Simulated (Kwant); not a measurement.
Model system: wire with an antidot in a In0.53Ga0.47As two-dimensional gas. Effective mass 0.041 mₑ, grid spacing 6.7 nm, hard walls, nominal width 200 nm (29 grid rows, so walls 201 nm apart), one parabolic valley, scattering region 600 nm long along x; energies count from the band bottom; Fermi energy swept from 0.00011464 to 0.008164 eV. Hard-wall hole of radius 27 nm, 0 nm off the axis.

Constants are typed, rounded textbook-type inputs, not results; the design itself was drawn at random and stands for no fabricated device.

Model: effective-mass tight-binding model on a square grid, one spin, coherent transport at 0 K (Kwant). Conductance is in e²/h.

Density of the scattering states that come in from the left lead, at energy = 0.0061808 eV, in bins, relative to the largest site value (x marks bins outside the device):

```
|33112332233212342233322110000000000000000000|
|87436875578624996578754322211111112222111112|
|87437864578624995467644332221111122222111112|
|34324433334512552233222222111111111111111111|
|13431135412431223322333211111111110000111111|
|24641258622542246535754221111222211111112211|
|25852379634642379546964221111222221111122211|
|25741366334531378226521111111112222111111111|
|134213421233222441242xx000111111111111111111|
|343223324432443234541xx000111111111111111111|
|563334457742674139940xx000122221111122222222|
|553234347632674138940xx000122211111122222222|
|343223324432443234541xx000111111111111111111|
|134213421233222441242xx000111111111111111111|
|25741366334531378226521111111112222111111111|
|25852379634642379546964221111222221111122211|
|24641258622542246535754221111222211111112211|
|13431135412431223322333211111111110000111111|
|34324433334512552233222222111111111111111111|
|87437864578624995467644332221111122222111112|
|87436875578624996578754322211111112222111112|
|33112332233212342233322110000000000000000000|
```
Scale: ten equal steps from 0.004 (start of '0') to 0.870 (end of '9'), in the order '0123456789'; x runs from -288 to 288, y from -89.5 (bottom) to 89.5 (top).

The conductance there is 3.04 e²/h with 5 open channel(s) in the leads.
